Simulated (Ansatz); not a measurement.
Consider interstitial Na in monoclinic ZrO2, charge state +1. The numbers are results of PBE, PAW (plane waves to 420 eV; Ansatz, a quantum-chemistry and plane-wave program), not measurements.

324-site cell at the relaxed PBE lattice, the Γ point alone, smearing 0.01 eV, spin-restricted, no finite-size correction. Energies are static. The charge state is imposed; whether it is stable for some Fermi level was not computed. Sites that were not tried may lie lower.

Barriers: single points on a 2×2×2 k-point mesh shifted by half a step at the bands' geometries.

Relaxed starting cell (atoms counted from 1):

```
NaZr108O216
1.0
   15.56801     0.00000     0.00000
    0.00000    15.72531     0.00000
   -2.71062     0.00000    15.90722
Zr O Na
108 216 1
Direct
  0.09233   0.15149   0.23669
  0.09160   0.15189   0.57008
  0.09198   0.15222   0.90325
  0.09233   0.48529   0.23674
  0.09157   0.48557   0.57005
  0.09207   0.48560   0.90327
  0.09211   0.81894   0.23647
  0.09133   0.81899   0.57010
  0.09196   0.81905   0.90310
  0.42467   0.15113   0.23682
  0.42475   0.15227   0.57050
  0.42509   0.15212   0.90351
  0.42334   0.48539   0.23858
  0.42194   0.48551   0.57448
  0.42533   0.48577   0.90467
  0.42443   0.82020   0.23655
  0.42432   0.81960   0.57046
  0.42511   0.81900   0.90378
  0.76007   0.15066   0.23629
  0.75839   0.15213   0.56986
  0.75862   0.15205   0.90297
  0.76817   0.48510   0.23007
  0.75877   0.48531   0.56886
  0.75884   0.48551   0.90267
  0.75893   0.81885   0.23632
  0.75843   0.81899   0.56999
  0.75881   0.81918   0.90298
  0.24169   0.18123   0.09669
  0.24108   0.18105   0.43035
  0.24101   0.18098   0.76370
  0.24145   0.51454   0.09680
  0.24089   0.51460   0.43050
  0.24107   0.51435   0.76380
  0.24126   0.84809   0.09654
  0.24046   0.84860   0.43011
  0.24107   0.84813   0.76357
  0.57509   0.17973   0.09571
  0.57454   0.18107   0.43063
  0.57460   0.18096   0.76374
  0.57642   0.51592   0.09704
  0.56710   0.51745   0.44367
  0.57444   0.51456   0.76473
  0.57504   0.84825   0.09654
  0.57458   0.84854   0.43076
  0.57486   0.84848   0.76395
  0.90859   0.18092   0.09616
  0.90808   0.18054   0.42999
  0.90794   0.18122   0.76305
  0.91070   0.51457   0.09393
  0.90816   0.51461   0.42916
  0.90796   0.51450   0.76265
  0.90851   0.84782   0.09630
  0.90752   0.84740   0.42977
  0.90800   0.84801   0.76300
  0.24085   0.31821   0.26346
  0.24019   0.31824   0.59716
  0.24174   0.31890   0.93026
  0.24072   0.65249   0.26364
  0.24041   0.65298   0.59737
  0.24147   0.65225   0.93011
  0.24090   0.98559   0.26360
  0.24090   0.98577   0.59702
  0.24132   0.98565   0.93008
  0.57519   0.31257   0.26181
  0.57480   0.31852   0.59822
  0.57488   0.31865   0.93054
  0.57344   0.65698   0.26347
  0.57316   0.65556   0.60079
  0.57464   0.65243   0.93015
  0.57489   0.98539   0.26344
  0.57448   0.98591   0.59701
  0.57477   0.98557   0.92996
  0.90946   0.31714   0.26347
  0.90804   0.31868   0.59627
  0.90843   0.31897   0.92927
  0.90908   0.65254   0.26323
  0.90774   0.65215   0.59626
  0.90844   0.65249   0.92899
  0.90837   0.98478   0.26333
  0.90779   0.98543   0.59645
  0.90827   0.98559   0.92964
  0.09210   0.01448   0.06979
  0.09154   0.01444   0.40337
  0.09160   0.01456   0.73666
  0.09265   0.34739   0.06974
  0.09206   0.34786   0.40349
  0.09165   0.34785   0.73680
  0.09274   0.68163   0.06979
  0.09194   0.68145   0.40367
  0.09159   0.68119   0.73675
  0.42516   0.01430   0.07003
  0.42507   0.01480   0.40367
  0.42497   0.01465   0.73695
  0.42578   0.34819   0.07092
  0.42415   0.34809   0.40449
  0.42473   0.34738   0.73845
  0.42522   0.68124   0.07045
  0.42342   0.68321   0.40327
  0.42435   0.68121   0.73802
  0.75916   0.01399   0.06941
  0.75846   0.01437   0.40320
  0.75862   0.01468   0.73648
  0.75936   0.34666   0.06827
  0.75965   0.34676   0.40229
  0.75879   0.34816   0.73615
  0.75890   0.68163   0.06895
  0.75701   0.68080   0.40340
  0.75863   0.68147   0.73682
  0.02197   0.05711   0.28300
  0.02157   0.05745   0.61629
  0.02197   0.05763   0.94960
  0.02266   0.39003   0.28248
  0.02149   0.39090   0.61604
  0.02239   0.39071   0.94936
  0.02206   0.72420   0.28302
  0.02154   0.72410   0.61623
  0.02225   0.72458   0.94952
  0.35482   0.05755   0.28343
  0.35483   0.05795   0.61678
  0.35512   0.05774   0.95011
  0.35455   0.39086   0.28408
  0.35371   0.39060   0.61826
  0.35575   0.39097   0.95095
  0.35472   0.72491   0.28358
  0.35497   0.72434   0.61697
  0.35537   0.72415   0.95026
  0.68896   0.05693   0.28286
  0.68822   0.05798   0.61638
  0.68866   0.05750   0.94945
  0.69497   0.38413   0.27700
  0.68792   0.39158   0.61576
  0.68908   0.39001   0.94889
  0.68735   0.72571   0.28411
  0.68758   0.72520   0.61730
  0.68862   0.72475   0.94959
  0.31217   0.27590   0.05066
  0.31125   0.27551   0.38367
  0.31092   0.27525   0.71732
  0.31195   0.60879   0.05078
  0.31136   0.60929   0.38424
  0.31086   0.60940   0.71782
  0.31154   0.94238   0.05035
  0.31123   0.94255   0.38374
  0.31131   0.94241   0.71700
  0.64535   0.27542   0.05070
  0.64524   0.27550   0.38259
  0.64491   0.27589   0.71701
  0.64580   0.60896   0.04878
  0.64252   0.60870   0.38483
  0.64396   0.61058   0.71891
  0.64523   0.94209   0.04983
  0.64485   0.94230   0.38355
  0.64469   0.94272   0.71687
  0.97838   0.27591   0.05007
  0.97856   0.27520   0.38344
  0.97776   0.27594   0.71654
  0.97930   0.60947   0.04925
  0.97804   0.60933   0.38336
  0.97762   0.60928   0.71657
  0.97834   0.94228   0.04996
  0.97808   0.94189   0.38348
  0.97794   0.94247   0.71662
  0.31175   0.22437   0.21698
  0.31133   0.22473   0.55038
  0.31160   0.22446   0.88384
  0.31141   0.55801   0.21747
  0.30950   0.55726   0.55178
  0.31140   0.55750   0.88423
  0.31119   0.89146   0.21684
  0.31098   0.89147   0.55029
  0.31138   0.89114   0.88382
  0.64457   0.22052   0.21660
  0.64476   0.22474   0.55017
  0.64471   0.22408   0.88376
  0.65040   0.56260   0.21346
  0.64355   0.55890   0.55371
  0.64487   0.55725   0.88418
  0.64502   0.89100   0.21661
  0.64480   0.89157   0.55018
  0.64498   0.89126   0.88344
  0.97860   0.22323   0.21673
  0.97783   0.22401   0.55005
  0.97827   0.22423   0.88329
  0.97840   0.55694   0.21651
  0.97743   0.55736   0.54978
  0.97821   0.55757   0.88311
  0.97829   0.89048   0.21668
  0.97758   0.89071   0.55005
  0.97818   0.89107   0.88318
  0.02216   0.10885   0.11627
  0.02166   0.10874   0.44980
  0.02178   0.10922   0.78294
  0.02369   0.44305   0.11547
  0.02173   0.44246   0.44936
  0.02187   0.44261   0.78279
  0.02208   0.77554   0.11634
  0.02146   0.77560   0.44971
  0.02169   0.77585   0.78286
  0.35513   0.10884   0.11664
  0.35509   0.10936   0.45012
  0.35492   0.10895   0.78354
  0.35675   0.44271   0.11780
  0.35533   0.44308   0.45157
  0.35509   0.44243   0.78420
  0.35494   0.77581   0.11673
  0.35438   0.77663   0.45005
  0.35470   0.77599   0.78374
  0.68912   0.10835   0.11583
  0.68820   0.10921   0.44958
  0.68843   0.10924   0.78295
  0.69114   0.44324   0.11442
  0.68572   0.44369   0.44719
  0.68847   0.44278   0.78257
  0.68840   0.77514   0.11655
  0.68770   0.77535   0.45033
  0.68856   0.77624   0.78320
  0.15022   0.24741   0.32535
  0.14962   0.24750   0.65872
  0.15081   0.24786   0.99200
  0.15024   0.58106   0.32532
  0.14975   0.58106   0.65873
  0.15070   0.58107   0.99209
  0.15001   0.91437   0.32533
  0.14995   0.91443   0.65862
  0.15032   0.91447   0.99191
  0.48371   0.24689   0.32522
  0.48342   0.24751   0.65931
  0.48393   0.24736   0.99230
  0.48419   0.58063   0.32787
  0.48285   0.58096   0.66162
  0.48414   0.58114   0.99338
  0.48340   0.91466   0.32558
  0.48343   0.91438   0.65892
  0.48371   0.91440   0.99217
  0.81774   0.24652   0.32546
  0.81669   0.24797   0.65804
  0.81733   0.24776   0.99141
  0.81684   0.57993   0.32365
  0.81615   0.58092   0.65755
  0.81788   0.58136   0.99066
  0.81694   0.91393   0.32509
  0.81671   0.91457   0.65837
  0.81721   0.91452   0.99161
  0.18315   0.08576   0.00820
  0.18303   0.08540   0.34161
  0.18276   0.08556   0.67487
  0.18372   0.41904   0.00842
  0.18333   0.41898   0.34193
  0.18259   0.41887   0.67508
  0.18346   0.75242   0.00818
  0.18301   0.75236   0.34160
  0.18262   0.75238   0.67497
  0.51655   0.08505   0.00798
  0.51637   0.08533   0.34167
  0.51616   0.08550   0.67500
  0.51706   0.41889   0.01039
  0.51517   0.41940   0.34603
  0.51521   0.41858   0.67718
  0.51649   0.75216   0.00860
  0.51586   0.75277   0.34119
  0.51585   0.75243   0.67559
  0.84997   0.08568   0.00772
  0.85007   0.08484   0.34114
  0.84955   0.08577   0.67444
  0.85036   0.41913   0.00632
  0.85166   0.41874   0.33955
  0.84944   0.41919   0.67323
  0.85003   0.75246   0.00768
  0.84904   0.75153   0.34111
  0.84940   0.75233   0.67437
  0.18334   0.08093   0.17483
  0.18291   0.08121   0.50823
  0.18295   0.08113   0.84157
  0.18384   0.41418   0.17508
  0.18275   0.41437   0.50841
  0.18313   0.41444   0.84176
  0.18330   0.74784   0.17491
  0.18272   0.74810   0.50830
  0.18298   0.74773   0.84155
  0.51633   0.08090   0.17466
  0.51629   0.08202   0.50836
  0.51636   0.08132   0.84151
  0.52006   0.41572   0.18025
  0.51509   0.41682   0.51246
  0.51619   0.41457   0.84331
  0.51596   0.74928   0.17489
  0.51589   0.74923   0.50854
  0.51614   0.74816   0.84184
  0.85034   0.08021   0.17440
  0.84942   0.08101   0.50778
  0.84973   0.08117   0.84107
  0.85392   0.41271   0.17181
  0.84848   0.41410   0.50640
  0.84991   0.41440   0.84015
  0.84962   0.74696   0.17444
  0.84891   0.74737   0.50777
  0.84972   0.74786   0.84100
  0.15039   0.25200   0.15863
  0.14994   0.25220   0.49207
  0.15021   0.25242   0.82540
  0.15068   0.58570   0.15862
  0.14967   0.58591   0.49191
  0.15019   0.58566   0.82538
  0.15009   0.91886   0.15865
  0.14973   0.91916   0.49206
  0.15014   0.91912   0.82525
  0.48430   0.25211   0.15845
  0.48398   0.25387   0.49246
  0.48362   0.25225   0.82590
  0.48567   0.58656   0.16066
  0.47954   0.58928   0.49731
  0.48329   0.58596   0.82703
  0.48354   0.91907   0.15880
  0.48334   0.91984   0.49235
  0.48356   0.91924   0.82561
  0.81727   0.25151   0.15845
  0.81676   0.25227   0.49127
  0.81693   0.25248   0.82477
  0.81917   0.58450   0.15657
  0.81607   0.58509   0.49095
  0.81707   0.58563   0.82443
  0.81709   0.91825   0.15837
  0.81656   0.91872   0.49167
  0.81696   0.91907   0.82497
  0.62664   0.48610   0.31218
```
Cell charge +1.

End state 1 differs by these moves (Å; atoms that move under 0.08 Å are left out):

| atom | element | Δx | Δy | Δz |
|---|---|---|---|---|
| 22 | Zr | -0.15 | 0.02 | 0.09 |
| 38 | Zr | -0.03 | -0.05 | 0.06 |
| 40 | Zr | -0.02 | 0.08 | -0.03 |
| 41 | Zr | 0.15 | -0.04 | -0.19 |
| 64 | Zr | -0.17 | 0.05 | 0.24 |
| 68 | Zr | 0.03 | -0.05 | -0.06 |
| 103 | Zr | 0.15 | 0.03 | -0.08 |
| 130 | O | -0.15 | 0.09 | 0.06 |
| 145 | O | 0.09 | -0.07 | -0.06 |
| 146 | O | -0.04 | -0.02 | 0.07 |
| 172 | O | -0.04 | 0.07 | 0.03 |
| 175 | O | -0.09 | -0.07 | 0.04 |
| 211 | O | 0.07 | 0.10 | -0.06 |
| 226 | O | -0.08 | -0.04 | 0.09 |
| 283 | O | -0.08 | -0.03 | -0.01 |
| 311 | O | 0.07 | -0.05 | -0.07 |
| 325 | Na | 0.45 | -2.18 | -2.65 |

Estimate the forward and backward barriers to end state 1 that PBE, PAW returns for this input.

forward 2.53 eV, backward 2.53 eV; at the saddle point atom 325 has neighbours O at 1.94, O at 1.97, O at 2.09, O at 2.11; Zr at 2.41 Å. The saddle point's order was not checked.
